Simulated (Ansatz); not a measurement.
Density of states of SiO₂ (P3_121) above the conduction band minimum, Ansatz (a first-principles code) with PBEsol, rigid bands; cell volume 115.4 Å³.

(energy from edge (eV), 10⁻³ states/eV/cell): (0.006, 23.1); (0.031, 50.2); (0.056, 67.8); (0.081, 81.5); (0.106, 94.7); (0.131, 106); (0.156, 116); (0.181, 127); (0.206, 136); (0.231, 144); (0.256, 156); (0.281, 163); (0.319, 178); (0.344, 187); (0.369, 195); (0.394, 204); (0.419, 211); (0.444, 221); (0.469, 229); (0.494, 238); (0.519, 245); (0.544, 253); (0.569, 263); (0.594, 270)

Problem. What effective density of states at 300 K does this give (∫ g(E) exp(−E/k_BT) dE, both spins, divided by the cell's size)?

Solution. 9.3e18 cm⁻³, a density-of-states mass of 0.52 mₑ, valleys and band degeneracy included.

Spin-orbit coupling is left out. Geometry: cell and atoms relaxed with PBEsol.
